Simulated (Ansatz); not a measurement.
Functionals compared on the (21-32) surface of hcp Mg in its 1x1 cell, outermost plane spacing 0.32 Å in the ideal cut (one of several cuts of this face), in Ansatz (plane waves, PAW). The structure was relaxed with PBE; the other rows are single points on it, each with its references at the same level. Cutoff 420 eV (500 eV for r2SCAN).

Slab: 22 atoms, 10.0 Å thick at the start (thin: gaps and levels are the slab's own); k 7x5x1, smearing 0.1 eV, dipole-corrected; all atoms relaxed; held to the start's symmetry, so lower structures may exist; no spin, no spin-orbit, no U. These notes are the PBE run's.

```tsv
functional	surface energy (J/m²)	work function of the top face (eV)	rough cost of the single point
PBE	0.73	3.56	–
LDA	0.82	3.69	around 5 core-minutes (rough)
PBEsol	0.81	3.59	very roughly 5 core-minutes
RPBE	?	?	very roughly 6 core-minutes
r2SCAN	0.83	3.62	roughly 11 core-minutes
```

Q: Fill in the missing entries.

A: 
- RPBE, surface energy (J/m²): 0.68
- RPBE, work function of the top face (eV): 3.49

Ansatz is a quantum-chemistry and plane-wave program.
